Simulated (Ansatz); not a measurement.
Mg2RuH6, pressure series

Take Mg₂RuH₆ (space group Fm-3m, No. 225; a = 6.578 Å; a cell from a computed database, its experimental status unchecked) as the base.

Cell and atoms are relaxed at each pressure.

Level of theory: plane-wave PAW DFT at the PBEsol level (Ansatz, an electronic-structure program, 420 eV), no spin-orbit coupling.

```json
[
 {"pressure (GPa)": "-2", "volume per atom (Å³/atom)": "8.116"},
 {"pressure (GPa)": "-1", "volume per atom (Å³/atom)": "8.008"},
 {"pressure (GPa)": "0", "volume per atom (Å³/atom)": "7.907"},
 {"pressure (GPa)": "0.3", "volume per atom (Å³/atom)": "7.878"},
 {"pressure (GPa)": "0.7", "volume per atom (Å³/atom)": "?"},
 {"pressure (GPa)": "1.5", "volume per atom (Å³/atom)": "7.767"},
 {"pressure (GPa)": "3", "volume per atom (Å³/atom)": "7.636"},
 {"pressure (GPa)": "5", "volume per atom (Å³/atom)": "7.483"},
 {"pressure (GPa)": "10", "volume per atom (Å³/atom)": "7.146"}
]
```

### Question
Fit the third-order Birch–Murnaghan form P(V) = (3B₀/2)[(V₀/V)^(7/3) − (V₀/V)^(5/3)]·[1 + (3/4)(B₀′ − 4)((V₀/V)^(2/3) − 1)] (squares taken in P) to the rows shown and predict the withheld row.

### Answer
Least squares on the printed values gives V₀ = 7.907 Å³/atom, B₀ = 80.9 GPa, B₀′ = 4.0; this predicts 7.840 Å³/atom, and the run gives 7.840 Å³/atom, in agreement.

Load acts through the strain it causes; cell and atoms are relaxed under it. Whether these cells are dynamically stable was not tested. Competing high-pressure phases were not computed.
